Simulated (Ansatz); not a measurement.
# LiGeN (P6₃mc, No. 186, 6 atoms in the cell; start mp-1246087)

The numbers are results of PBE+SOC in Ansatz (plane waves, PAW), not measurements.

Run with plane-wave cutoff 520 eV, 12×12×4 k mesh (along the axes of the cell as run), Fermi–Dirac smearing 0.01 eV, PAW data made under PBE.

Cell (relaxed with PBEsol):

```cif
data_Ge2Li2N2
_chemical_formula_sum 'Li2 Ge2 N2'
_space_group_name_H-M_alt 'P63mc'
_space_group_IT_number 186
_space_group_name_Hall 'P 6c -2c'
_cell_length_a 2.97924
_cell_length_b 2.97924
_cell_length_c 9.32185
_cell_angle_alpha 90.000
_cell_angle_beta 90.000
_cell_angle_gamma 120.000
loop_
_atom_site_label
_atom_site_type_symbol
_atom_site_symmetry_multiplicity
_atom_site_Wyckoff_symbol
_atom_site_fract_x
_atom_site_fract_y
_atom_site_fract_z
_atom_site_occupancy
Li1 Li 2 b 0.33333 0.66667 0.24328 1
Ge1 Ge 2 a 0.00000 0.00000 0.49784 1
N1 N 2 b 0.66667 0.33333 0.10350 1
```

band gap: 1.50 eV (indirect)
smallest direct gap on the k points sampled: 2.45 eV
direct gap at Γ: 3.13 eV

Note: cell and atoms aren't relaxed at this level (largest force component 0.23 eV/Å, pressure 3.5 GPa).

Computed values are for the static lattice.

The result took roughly 2.1 core-minutes.

A start named mp-… is a Materials Project structure, which need not be a measured phase.

Ansatz is a first-principles code.
